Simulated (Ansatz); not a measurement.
Take BN in the wurtzite structure (space group P6_3mc, No. 186) as the base.

```yaml
crystal:
  lattice:
    - [2.55452, 0.00000, 0.00000]
    - [-1.27726, 2.21228, 0.00000]
    - [0.00000, 0.00000, 4.22456]
  atoms:
    - { symbol: B, position: [0.33333, 0.66667, 0.00019] }
    - { symbol: B, position: [0.66667, 0.33333, 0.50019] }
    - { symbol: N, position: [0.33333, 0.66667, 0.37481] }
    - { symbol: N, position: [0.66667, 0.33333, 0.87481] }
```

Cartesian axes are those of the cell as printed.

Level of theory: PBE, PAW, 420 eV (Ansatz, a quantum-chemistry and plane-wave program; scalar-relativistic without spin-orbit coupling).

It is then changed as follows: the cell is scaled by 1.0060 in all directions; the atoms relax in the strained cell.

### Question
Predict the stress tensor and what it implies for the stiffness.

### Answer
Stress of the strained cell less that of the base (GPa, compression positive):
```
  -6.42    0.00    0.00
   0.00   -6.42    0.00
   0.00    0.00   -6.49
```

Then B = −ΔP/(ΔV/V₀) with ΔV/V₀ = 0.0181 gives secant stiffness values (nonlinear terms included at this strain): B (at held cell shape, above the free-shape value) ≈ 356 GPa.

Whether these cells are dynamically stable was not tested.
